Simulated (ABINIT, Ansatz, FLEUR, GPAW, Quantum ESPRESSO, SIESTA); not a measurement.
**Code comparison for InO (P6_3mc, 4 atoms in the cell)**

Self-consistent single point.

```yaml
crystal:
  lattice:
    - [3.68983, 0.00000, 0.00000]
    - [-1.84492, 3.19549, 0.00000]
    - [0.00000, 0.00000, 6.08607]
  atoms:
    - { symbol: In, position: [0.33333, 0.66667, 0.00075] }
    - { symbol: In, position: [0.66667, 0.33333, 0.50075] }
    - { symbol: O, position: [0.33333, 0.66667, 0.37426] }
    - { symbol: O, position: [0.66667, 0.33333, 0.87426] }
```

All programs got the same cell, k-point mesh and kind of occupations (in Ansatz's words: kpoints.mp_grid.grid = 10 10 6; scf.occupations.method = fermi_dirac; scf.occupations.width = 0.1 eV); potentials, basis and cutoffs are each program's usual ones.

```csv
code,model,pressure (GPa),largest force (eV/Å),k-points,cutoff
SIESTA,"LDA PW92, numerical atomic orbitals TZP, PseudoDojo LDA standard norm-conserving potentials (rewritten from UPF to PSML)",-6.98,0.033,338,grid 300 Ry
Ansatz,"LDA (PW92), PAW files made with PBE",-7.11,0.030,56,default
FLEUR,"LDA (Perdew-Zunger), all-electron FLAPW (FLEUR), scalar-relativistic valence",–,0.033,56,Kmax 4.3 1/bohr
Quantum ESPRESSO,"LDA (PZ), GBRV 1.5 ultrasoft (LDA) pseudopotentials",-7.94,0.032,56,40 Ry
GPAW,"LDA (Perdew-Wang 92), GPAW PAW datasets LDA (gpaw-data 1.0.1)",–,0.030,56,900 eV
ABINIT,"LDA (PW92), norm-conserving pseudopotentials (PseudoDojo nc-sr-04 LDA standard)",-6.87,0.030,56,1143 eV
```

A dash marks a value that a program does not give, or that is left out as unsure.

No clean gap comes from SIESTA, Ansatz (an electronic-structure program), Quantum ESPRESSO, GPAW and ABINIT: levels at the Fermi energy touch, overlap or are partly filled at this smearing.

The spread over the programs that give each value: pressure within 1.07 GPa; largest force within 0.003 eV/Å.

The starting cell comes from a database of computed structures (which also holds hypothetical and non-ambient phases and stackings), without a prior relaxation at this level. On Ansatz's run: In the base run, with a pressure of about -7 GPa the cell is away from its equilibrium volume at this level. The run gives no clean gap (levels at the Fermi energy touch, overlap or are partly filled at this smearing), which alone does not show that the compound is a metal.

Problem. Why do the programs differ, and what cannot be compared?

Solution. Differences of this kind can come from the potentials, where these differ, and from what each basis and cutoff leave unconverged. The zero of total energies and Fermi levels follows the potentials and each program's conventions, so they are not compared here. SIESTA uses small atom-centred bases, whose incompleteness enters pressures, forces and empty levels differently from a plane-wave cutoff. FLEUR treats all electrons, but the usual bases taken here (sphere radii, linearisation, local orbitals, empty states) were not tested for convergence, so the values are no reference for the others. Ansatz's pressure is given at a fixed set of plane waves, as the other plane-wave codes print theirs; with its correction for the finite basis it is -6.80 GPa (the shift of 0.31 GPa shows how far the cutoff is from converged). The pressure of GPAW is left out: its cutoff lies under the one at which its stress was checked. The same LDA comes in different parametrisations, which differ slightly. The programs reduce the same mesh by symmetry to different extents, which changes the work and not the result.

Left out of this page: CP2K (unsound by tests on forces, stress, charge or solver warnings); Elk (not drawn, or without a comparable value).

Keys are those of Ansatz 0.2.
